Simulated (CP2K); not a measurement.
**A self-consistent single point of ScOF (P4/nmm, 6 atoms in the cell) with CP2K**

Level of theory: LDA (Pade form), GPW, DZVP-MOLOPT-SR-GTH basis, GTH-PADE potentials (GTH_POTENTIALS) in CP2K.

The input file:

```
&GLOBAL
  PROJECT calc
  RUN_TYPE ENERGY_FORCE
  PRINT_LEVEL MEDIUM
&END GLOBAL
&FORCE_EVAL
  METHOD Quickstep
  STRESS_TENSOR ANALYTICAL
  &DFT
    BASIS_SET_FILE_NAME BASIS_MOLOPT
    POTENTIAL_FILE_NAME GTH_POTENTIALS
    &QS
      METHOD GPW
      EPS_DEFAULT 1E-10
    &END QS
    &MGRID
      CUTOFF 600
      REL_CUTOFF 60
      NGRIDS 5
    &END MGRID
    &SCF
      SCF_GUESS ATOMIC
      EPS_SCF 1E-7
      MAX_SCF 100
      ADDED_MOS 9
      &DIAGONALIZATION
        ALGORITHM STANDARD
      &END DIAGONALIZATION
      &MIXING
        METHOD BROYDEN_MIXING
        ALPHA 0.4
        NBUFFER 12
        BETA 1
      &END MIXING
    &END SCF
    &KPOINTS
      SCHEME MONKHORST-PACK 7 7 5
    &END KPOINTS
    &XC
      &XC_FUNCTIONAL PADE
      &END XC_FUNCTIONAL
    &END XC
    &PRINT
      &MO
        EIGENVALUES T
        OCCUPATION_NUMBERS T
        NDIGITS 8
        FILENAME mo
        &EACH
          QS_SCF 0
        &END EACH
        ADD_LAST NUMERIC
      &END MO
      &MULLIKEN ON
      &END MULLIKEN
    &END PRINT
  &END DFT
  &SUBSYS
    &CELL
      A 3.62752000 0.00000000 0.00000000
      B 0.00000000 3.62752000 0.00000000
      C 0.00000000 0.00000000 5.17220000
      PERIODIC XYZ
    &END CELL
    &COORD
      Sc       1.81376000     0.00000000     3.65079737
      Sc       0.00000000     1.81376000     1.52140263
      O        0.00000000     0.00000000     2.58610000
      O        1.81376000     1.81376000     2.58610000
      F        1.81376000     1.81376000     0.00000000
      F        0.00000000     0.00000000     0.00000000
    &END COORD
    &KIND Sc
      BASIS_SET DZVP-MOLOPT-SR-GTH
      POTENTIAL GTH-PADE-q11
    &END KIND
    &KIND O
      BASIS_SET DZVP-MOLOPT-SR-GTH
      POTENTIAL GTH-PADE-q6
    &END KIND
    &KIND F
      BASIS_SET DZVP-MOLOPT-SR-GTH
      POTENTIAL GTH-PADE-q7
    &END KIND
  &END SUBSYS
  &PRINT
    &FORCES ON
    &END FORCES
    &STRESS_TENSOR ON
    &END STRESS_TENSOR
  &END PRINT
&END FORCE_EVAL
```

Output, abridged:

```
 GLOBAL| Method name                                                        CP2K
 GLOBAL| Project name                                                       calc
 GLOBAL| Run type                                                   ENERGY_FORCE

 CELL| Volume [angstrom^3]:                                            68.060470
 CELL| Vector a [angstrom]:       3.628     0.000     0.000   |a| =     3.627520
 CELL| Vector b [angstrom]:       0.000     3.628     0.000   |b| =     3.627520
 CELL| Vector c [angstrom]:       0.000     0.000     5.172   |c| =     5.172200
 CELL| Angle (b,c), alpha [degree]:                                    90.000000
 CELL| Angle (a,c), beta  [degree]:                                    90.000000
 CELL| Angle (a,b), gamma [degree]:                                    90.000000
 CELL| Numerically orthorhombic:                                             YES
 CELL| Periodicity                                                           XYZ

 DFT| Spin restricted Kohn-Sham (RKS) calculation                            RKS
 DFT| Multiplicity                                                             1
 DFT| Number of spin states                                                    1
 DFT| Charge                                                                   0
 DFT| XC density smoothing                                                  NONE
 DFT| XC derivatives                                                          PW

 QS| Method:                                                                 GPW
 QS| Density plane wave grid type                        NON-SPHERICAL FULLSPACE
 QS| Number of grid levels:                                                    5
 QS| Density cutoff [a.u.]:                                                300.0
 QS| Multi grid cutoff [a.u.]: 1) grid level                               300.0
   [... lines left out ...]
 BRILLOUIN| Wavefunction type                                            COMPLEX
 BRILLOUIN| List of Kpoints [2 Pi/Bohr]                                      123
 BRILLOUIN| Number           Weight            X              Y              Z
 BRILLOUIN|     1           0.00816       -0.42857       -0.42857       -0.40000
 BRILLOUIN|     2           0.00816       -0.42857       -0.42857       -0.20000
 BRILLOUIN|     3           0.00816       -0.42857       -0.42857        0.00000
   [... 120 lines left out ...]
 *******************************************************************************

 Extrapolation method: initial_guess

 Re-scaling the density matrix to get the right number of electrons
                  # Electrons              Trace(P)               Scaling factor
                           48                48.000                        1.000

 Number of electrons:                                                         48
 Number of occupied orbitals:                                                 24
 Number of molecular orbitals:                                                33

 Number of orbital functions:                                                104
 Number of independent orbital functions:                                    104
 SCF WAVEFUNCTION OPTIMIZATION

  Step     Update method      Time    Convergence         Total energy    Change
     1 NoMix/Diag. 0.40E+00      -     1.93983488      -174.5432429178 -1.75E+02
     2 Broy./Diag. 0.40E+00      -     0.31168457      -171.3424907320  3.20E+00
     3 Broy./Diag. 0.40E+00      -     0.04117045      -174.6137629424 -3.27E+00
     4 Broy./Diag. 0.40E+00      -     0.02015906      -174.2663268733  3.47E-01
     5 Broy./Diag. 0.40E+00      -     0.02369803      -174.0361032614  2.30E-01
     6 Broy./Diag. 0.40E+00      -     0.01060427      -174.2697349652 -2.34E-01
     7 Broy./Diag. 0.40E+00      -     0.00252089      -174.2762480636 -6.51E-03
   [... 4 lines left out ...]
    12 Broy./Diag. 0.40E+00      -     0.00002431      -174.2634515884  3.73E-05
    13 Broy./Diag. 0.40E+00      -     0.00000225      -174.2634525800 -9.92E-07
    14 Broy./Diag. 0.40E+00      -     0.00000022      -174.2634401759  1.24E-05
    15 Broy./Diag. 0.40E+00      -     0.00000016      -174.2634356467  4.53E-06
    16 Broy./Diag. 0.40E+00      -     0.00000001      -174.2634356341  1.26E-08
  *** SCF run converged in    16 steps ***

  Electronic density on regular grids:        -47.9999999992        0.0000000008
  Core density on regular grids:               47.9999999985       -0.0000000015
  Total charge density on r-space grids:       -0.0000000007
  Total charge density g-space grids:          -0.0000000007

  Overlap energy of the core charge distribution:               0.00000000000000
  Self energy of the core charge distribution:               -385.84940397236926
  Core Hamiltonian energy:                                    102.27446707692766
  Hartree energy:                                             137.56834737297012
  Exchange-correlation energy:                                -28.25684611162386

  Total energy:                                              -174.26343563409534

                     Mulliken Population Analysis

 #  Atom  Element  Kind  Atomic population                           Net charge
       1     Sc       1         10.052229                              0.947771
       2     Sc       1         10.052229                              0.947771
       3     O        2          6.471972                             -0.471972
       4     O        2          6.471972                             -0.471972
       5     F        3          7.475799                             -0.475799
       6     F        3          7.475799                             -0.475799
 # Total charge                             48.000000                  0.000000

 ENERGY| Total FORCE_EVAL ( QS ) energy [hartree]           -174.263435800878653

 FORCES| Atomic forces [hartree/bohr]
 FORCES|   Atom     x               y               z               |f|
 FORCES|      1  1.91246997E-11  1.91316511E-11 -4.22492312E-03   4.22492312E-03
 FORCES|      2  2.60587932E-11  2.60419271E-11  4.22492311E-03   4.22492311E-03
 FORCES|      3  2.99377052E-10  2.65612502E-10 -3.17380504E-10   5.10790569E-10
 FORCES|      4  2.65615379E-10  2.99373860E-10 -2.36532492E-10   4.64891232E-10
 FORCES|      5  1.53968716E-10  2.09192897E-10  3.80866303E-10   4.61006697E-10
 FORCES|      6  2.09194239E-10  1.53964451E-10  9.09181602E-11   2.75197009E-10
 FORCES| Sum     9.73338879E-10  9.73317288E-10 -9.32310407E-11
 FORCES| Total atomic force                                       1.37964747E-09

 STRESS| Analytical stress tensor [bar]
 STRESS|                        x                   y                   z
 STRESS|      x       -1.20649102213E+05   2.61775672854E-04  -3.73292998509E-06
 STRESS|      y        2.61775672854E-04  -1.20649101452E+05  -3.73314098621E-06
 STRESS|      z       -3.73292998509E-06  -3.73314098621E-06  -1.15466958838E+05
 STRESS| 1/3 Trace                                            -1.18921720834E+05
```

The run converged in 16 iterations.

The starting cell comes from a database of computed structures (which also holds hypothetical and non-ambient phases and stackings), without a prior relaxation at this level. Values carry the incompleteness of an atom-centred basis. With a pressure of about -12 GPa the cell is away from its equilibrium volume at this level.

Cost on one core of a shared machine: roughly 80 s.
